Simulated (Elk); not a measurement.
Worked example: self-consistent single point of ZrC (Fm-3m, 2 atoms in the cell) in Elk.

Level of theory: PBE, spin-orbit coupling in second variation, all-electron FP-LAPW, Elk's shipped species files, APW+lo basis with extra local orbitals (Elk 10.2.4).

```yaml
crystal:
  lattice:
    - [0.00000, 2.30888, 2.30888]
    - [2.30888, 0.00000, 2.30888]
    - [2.30888, 2.30888, 0.00000]
  atoms:
    - { symbol: Zr, position: [0.00000, 0.00000, 0.00000] }
    - { symbol: C, position: [0.50000, 0.50000, 0.50000] }
```

Reference input (self-consistent single point, DFT, PBE, all-electron FP-LAPW, Elk's shipped species files, APW+lo basis with extra local orbitals): xctype = 20; rgkmax = 8; stype = 0; swidth = 0.00734986 Ha; ngridk = 10 10 10; gmaxvr = 14 1/bohr; nxlo = 2; lorbcnd = true; rmtscf = 0.93; lmaxi = 3. This run's input differs from it in these lines:

```diff
@@ -5,2 +5,5 @@
   20
+
+spinorb
+  .true.
 
@@ -23,2 +26,5 @@
   3
+
+nempty
+  10
```

The program printed (abridged):

```
│ Self-consistent loop started │
│ Loop number : 1 │
 total energy                :     -3637.40152900
 total moment                :  -0.1797338816E-22 -0.1183290174E-22  0.1042155299E-22
│ Loop number : 2 │
 total energy                :     -3637.55315007
 total moment                :   0.1939844106E-22 -0.7934766440E-23 -0.2273757044E-22
RMS change in Kohn-Sham potential (target) :    1.471524237     (  0.1000000000E-05)
Absolute change in total energy (target)   :   0.1516210723     (  0.1000000000E-03)
│ Loop number : 3 │
 total energy                :     -3637.41800450
   [... lines left out ...]
 total energy                :     -3637.46705617
 total moment                :   0.5248087206E-22  0.1027775410E-21 -0.3725703821E-22
RMS change in Kohn-Sham potential (target) :   0.1229026481E-05 (  0.1000000000E-05)
Absolute change in total energy (target)   :   0.2213054822E-03 (  0.1000000000E-03)
│ Loop number : 16 │
 total energy                :     -3637.46704686
 total moment                :  -0.6394624779E-22  0.2904078918E-23 -0.5920744621E-23
RMS change in Kohn-Sham potential (target) :   0.2970468443E-06 (  0.1000000000E-05)
Absolute change in total energy (target)   :   0.6463251839E-04 (  0.1000000000E-03)
Convergence targets achieved

│ Loop number : 17 │

Energies :
 Fermi                       :     0.441361045720
 xc effective B-field        :    -0.293576457838E-08
 external B-field            :      0.00000000000
 total energy                :     -3637.46705008
 (external B-field energy excluded from total)

Density of states at Fermi energy :    8.250020403
 (states/Hartree/unit cell)

Estimated indirect band gap :   0.4284290035E-02
 from k-point     28 to k-point     28
Estimated direct band gap   :   0.4284290035E-02
 at k-point     28

Charges :
 core                        :    30.00000000
 valence                     :    16.00000000
 interstitial                :    3.388395163
 muffin-tins (core leakage)
  species :    1 (Zr)
   atom    1                 :    37.69486989     (  0.1063483395E-04)
  species :    2 (C)
   [... lines left out ...]
 muffin-tins
  species :    1 (Zr)
   atom    1                 :   0.1886383376E-23 -0.2909616012E-22  0.3014417991E-22
  species :    2 (C)
   atom    1                 :   0.3455858817E-23  0.3789121214E-23 -0.1436889099E-23
 total in muffin-tins        :   0.5342242193E-23 -0.2530703890E-22  0.2870729081E-22
 total moment                :   0.5209385893E-22 -0.2310362149E-22 -0.1596198946E-22

│ Self-consistent loop stopped │
```

The run converged in 17 iterations. The count includes the last loop, which Elk runs after its targets are met. 

The starting cell has typed, rounded lattice constants, without a prior relaxation at this level. Its lattice was rescaled by a random factor within 2.5 % of one. Values depend on the basis (sphere radii, cutoffs, local orbitals), which need not be converged. The log's line on a gap gives a spacing of levels on this mesh, which the program prints for metals too.
